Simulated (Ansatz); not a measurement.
**What uniaxial strain ε_zz = +1.50 % does to MoSi2**

The parent structure is MoSi$_{2}$ (space group I4/mmm, No. 139; a = 3.1901 Å, c = 7.8220 Å; relaxed with 0.1 eV smearing). Axes: x, y, z lie along a, b, c of the conventional cell.

One thing is altered: the cell is stretched by 1.50 % along z with no lateral relaxation, atoms relaxed at fixed cell.

Level of theory: PBEsol (Ansatz, an electronic-structure program), no spin-orbit coupling. Γ-centred 25×25×25 mesh, Fermi–Dirac width 0.1 eV.

Volume per atom: 13.47 Å³ (base 13.27 Å³)
Space group: I4/mmm (No. 139) (base I4/mmm (No. 139))
Shortest interatomic distance: 2.607 Å (base 2.580 Å)
Energy relative to the base (free energy F): +4.6 meV/atom
Band gap: zero (base zero)
Stress (xx, yy, zz, yz, xz, xy; compression positive): (-1.4, -1.4, -7.3, 0.0, 0.0, 0.0) GPa

Final structure:

```
CELL_PARAMETERS angstrom
     -1.59504     1.59504     3.96967
      1.59504    -1.59504     3.96967
      1.59504     1.59504    -3.96967
ATOMIC_POSITIONS crystal
  Si 0.66456 0.66456 0.00000
  Si 0.33544 0.33544 0.00000
  Mo 0.00000 0.00000 0.00000
```

Stability against distortions was not tested. All final runs are without spin polarisation.
